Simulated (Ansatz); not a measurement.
TaTlO3 (Pm-3m, No. 221, 5 atoms in the cell; start mp-861873), treated with r²SCAN0 (Ansatz, an electronic-structure program, plane waves, PAW).

Run with plane-wave cutoff 520 eV, 6×6×6 k mesh, Fermi–Dirac smearing 0.01 eV, scalar-relativistic PAW data made under PBE.

Cell (relaxed with PBEsol):

```cif
data_O3TaTl
_chemical_formula_sum 'Ta1 Tl1 O3'
_space_group_name_H-M_alt 'Pm-3m'
_space_group_IT_number 221
_space_group_name_Hall '-P 4 2 3'
_cell_length_a 4.03359
_cell_length_b 4.03359
_cell_length_c 4.03359
_cell_angle_alpha 90.000
_cell_angle_beta 90.000
_cell_angle_gamma 90.000
loop_
_atom_site_label
_atom_site_type_symbol
_atom_site_symmetry_multiplicity
_atom_site_Wyckoff_symbol
_atom_site_fract_x
_atom_site_fract_y
_atom_site_fract_z
_atom_site_occupancy
Ta1 Ta 1 b 0.50000 0.50000 0.50000 1
Tl1 Tl 1 a 0.00000 0.00000 0.00000 1
O1 O 3 c 0.00000 0.50000 0.50000 1
```

Problem. What does this level give for the band gap and direct gap at Γ?

Solution. 
- band gap = 2.38 eV
- direct gap at Γ = 5.54 eV

Note: cell and atoms aren't relaxed at this level (pressure -1.8 GPa).

Spin–orbit coupling is not included; with these elements it can move the gap by several tenths of an eV or more.

Computed values are for the static lattice.

It cost roughly 6 core-minutes of CPU time.

A start named mp-… is a Materials Project structure, which need not be a measured phase.
